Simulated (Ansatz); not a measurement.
For zinc-blende RbCl (model structure), LDA in Ansatz (plane waves, PAW) gives:

- lattice constant a = 7.114 Å
- enthalpy of formation = -1.957 eV/atom

Problem. What does PBEsol (plane waves, PAW; Ansatz, a first-principles code) give for the same quantities?

Solution. 
- lattice constant a: 7.285 Å (goes up by 2.4 %)
- formation enthalpy: -1.879 eV/atom (moves by +0.078 eV/atom)

Changes are worked out from the printed values.

Unless a cell is named, each level is at its own relaxed cell (LDA 44.99, PBEsol 48.32 Å³/atom).

Ansatz's density-functional and Hartree–Fock values are scalar-relativistic unless marked +SOC, with PAW data made under PBE.

A model structure was made by putting elements into a prototype or built by hand; it is no filed structure, need not be a known phase, and can be a saddle point held by its symmetry.
